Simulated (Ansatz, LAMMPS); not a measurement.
**Ge well of 20 atomic layers along [001] in random Si0.3Ge0.7, interfaces one step of a layer**

Cell 17.02 × 17.02 × 63.17 Å, Si130Ge662, 792 atoms. Prepared with LAMMPS with Tersoff's 1989 multicomponent potential (SiCGe.tersoff): minimisation. 

That structure was relaxed on with Ansatz (a program for electronic structure) with PBE, support functions at accuracy medium on the grid of 370 eV. Basis: localised support functions (accuracy medium) on a full density matrix. k-points: zone centre alone; occupations: Fermi-Dirac, 0.010 eV; spin polarisation not allowed. Scalar-relativistic, no spin-orbit coupling.

**Question.** What does DFT change in the classical structure?

**Answer.** The energy falls by 0.4 meV an atom over 3 steps; atoms move by 0.036 Å root mean square, 0.08 Å at most.
| quantity | classical minimum | after DFT steps |
|---|---|---|
| 4-fold atoms (%) | 100.0 | 100.0 |
| spread of bond angles (°) | 0.9 | 1.1 |
